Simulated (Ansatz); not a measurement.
## InSb: pressure series

Base system: InSb in the zinc blende structure (space group F-43m, No. 216; a = 6.635 Å).

Cell and atoms are relaxed at each pressure.

Computed with Ansatz (an electronic-structure program) PBE, without spin-orbit coupling.

Notes on the quantities. enthalpy: H = E + PV relative to the base's energy.

```json
[
 {"change": "base", "band gap": "zero", "volume per atom": "36.51 Å³", "enthalpy": "–"},
 {"change": "pressure −2 GPa", "band gap": "zero", "volume per atom": "38.92 Å³", "enthalpy": "-0.47 eV/atom"},
 {"change": "pressure −1 GPa", "band gap": "zero", "volume per atom": "37.62 Å³", "enthalpy": "-0.23 eV/atom"},
 {"change": "pressure 0.9 GPa", "band gap": "zero", "volume per atom": "35.69 Å³", "enthalpy": "+0.20 eV/atom"},
 {"change": "pressure 2.1 GPa", "band gap": "zero", "volume per atom": "34.71 Å³", "enthalpy": "+0.47 eV/atom"},
 {"change": "pressure 4.5 GPa", "band gap": "zero", "volume per atom": "33.15 Å³", "enthalpy": "+0.97 eV/atom"},
 {"change": "pressure 9 GPa", "band gap": "0.35 eV", "volume per atom": "30.97 Å³", "enthalpy": "+1.87 eV/atom"},
 {"change": "pressure 15 GPa", "band gap": "[?]", "volume per atom": "28.93 Å³", "enthalpy": "+2.99 eV/atom"},
 {"change": "pressure 22.5 GPa", "band gap": "0.81 eV", "volume per atom": "[?]", "enthalpy": "+4.30 eV/atom"},
 {"change": "pressure 30 GPa", "band gap": "0.68 eV", "volume per atom": "25.69 Å³", "enthalpy": "+5.53 eV/atom"}
]
```

Question: What belongs in the blanks?

Answer: 
- pressure 15 GPa, band gap: 0.77 eV
- pressure 22.5 GPa, volume per atom: 27.09 Å³

With Sb present, leaving out spin-orbit coupling can change the band edges. Load acts through the strain it causes; cell and atoms are relaxed under it. Stability against distortions was not tested. Tetrahedral semiconductors of this kind turn to denser phases somewhere between about 1 and 50 GPa; those were not computed, so compressed cells here can lie past the real transition. All final runs are without spin polarisation. A zero or small gap of InSb can be the functional's error rather than a property of the material.
